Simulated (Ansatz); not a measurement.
The parent structure is TeO₂ in the fluorite structure (space group Fm-3m, No. 225; a hypothetical phase, not in the database extracts checked).

```
TeO2
1.0
    0.00000     2.66186     2.66186
    2.66186     0.00000     2.66186
    2.66186     2.66186     0.00000
Te O
1 2
Direct
  0.00000   0.00000   0.00000
  0.25000   0.25000   0.25000
  0.75000   0.75000   0.75000
```

All numbers come from PBEsol (Ansatz, a program for electronic structure), no spin-orbit coupling.

Base values:

| Item | Value |
|---|---|
| Gap between the host's bands | 0.73 eV |
| Gap character | indirect, L → Γ–X (60 % along) |

One thing is altered: hole doping at 2.0×10^21 cm⁻³ (0.0754 per cell), with a uniform compensating background at fixed cell and a 300 K Fermi–Dirac width.

Question: Predict the new gap between the host's bands.

Answer: The gap between the host's bands goes up by 0.057 eV (0.73 eV → 0.78 eV).

Question: What does the calculation give for the Fermi level from band edge after the change?

Answer: The Fermi level relative to the doped band's edge (positive inside the band; to 0.05 eV) comes out as +0.20 eV.

Question: Predict the new gap character.

Answer: The gap character remains indirect, L → Γ–X (60 % along).

Carriers are added with a uniform compensating background; total energy and stress of such cells depend on the potential's zero and are not compared; many-body gap narrowing is missing at this level. Spin-orbit coupling, missing from the scalar runs, can matter with Te. No phonon test of stability was made.
